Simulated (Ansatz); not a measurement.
A computed series for BeSe: response to strain

The parent structure is BeSe in the zinc blende structure (space group F-43m, No. 216; a = 5.082 Å).

Strains are applied to the cell and any free atomic positions relax.

Calculations: LDA (Ansatz, a first-principles code; PAW; 420 eV plane waves; spin-orbit coupling left out).

Notes on the quantities. energy relative to the base: free energy F; hole mass: degenerate bands, along [100].

```json
[
 {"case": "base", "energy relative to the base": "0 meV/atom", "electron mass": "0.83 mₑ along k, 0.26 mₑ across (at X)", "hole mass": "0.24, 0.45, 0.45 mₑ (at Γ)", "band gap": "2.40 eV"},
 {"case": "isotropic strain −3.00 %", "energy relative to the base": "+38 meV/atom", "electron mass": "0.80 mₑ along k, 0.24 mₑ across (at X)", "hole mass": "0.25, 0.40, 0.40 mₑ (at Γ)", "band gap": "2.19 eV"},
 {"case": "isotropic strain −2.00 %", "energy relative to the base": "+16 meV/atom", "electron mass": "0.81 mₑ along k, 0.25 mₑ across (at X)", "hole mass": "0.25, 0.41, 0.41 mₑ (at Γ)", "band gap": "2.26 eV"},
 {"case": "isotropic strain −1.50 %", "energy relative to the base": "+9.1 meV/atom", "electron mass": "0.83 mₑ along k, 0.25 mₑ across (at X)", "hole mass": "0.24, 0.42, 0.42 mₑ (at Γ)", "band gap": "2.30 eV"},
 {"case": "isotropic strain +0.50 %", "energy relative to the base": "+1.0 meV/atom", "electron mass": "0.84 mₑ along k, 0.26 mₑ across (at X)", "hole mass": "0.24, 0.45, 0.45 mₑ (at Γ)", "band gap": "2.43 eV"},
 {"case": "isotropic strain +1.00 %", "energy relative to the base": "+3.8 meV/atom", "electron mass": "0.85 mₑ along k, 0.26 mₑ across (at X)", "hole mass": "0.23, 0.46, 0.46 mₑ (at Γ)", "band gap": "2.47 eV"},
 {"case": "isotropic strain +1.50 %", "energy relative to the base": "+8.4 meV/atom", "electron mass": "0.85 mₑ along k, 0.26 mₑ across (at X)", "hole mass": "0.23, 0.47, 0.47 mₑ (at Γ)", "band gap": "2.50 eV"},
 {"case": "isotropic strain +2.00 %", "energy relative to the base": "+15 meV/atom", "electron mass": "0.86 mₑ along k, 0.27 mₑ across (at X)", "hole mass": "0.23, 0.49, 0.49 mₑ (at Γ)", "band gap": "2.52 eV"},
 {"case": "isotropic strain +2.50 %", "energy relative to the base": "+23 meV/atom", "electron mass": "0.87 mₑ along k, 0.27 mₑ across (at X)", "hole mass": "0.23, 0.49, 0.49 mₑ (at Γ)", "band gap": "2.55 eV"},
 {"case": "isotropic strain +3.00 %", "energy relative to the base": "+32 meV/atom", "electron mass": "0.88 mₑ along k, 0.27 mₑ across (at X)", "hole mass": "0.22, 0.50, 0.50 mₑ (at Γ)", "band gap": "2.58 eV"}
]
```

Effective masses come from finite differences of ±0.01 Å⁻¹. Along k means along the line from Γ to the band edge. Whether these cells are dynamically stable was not tested.
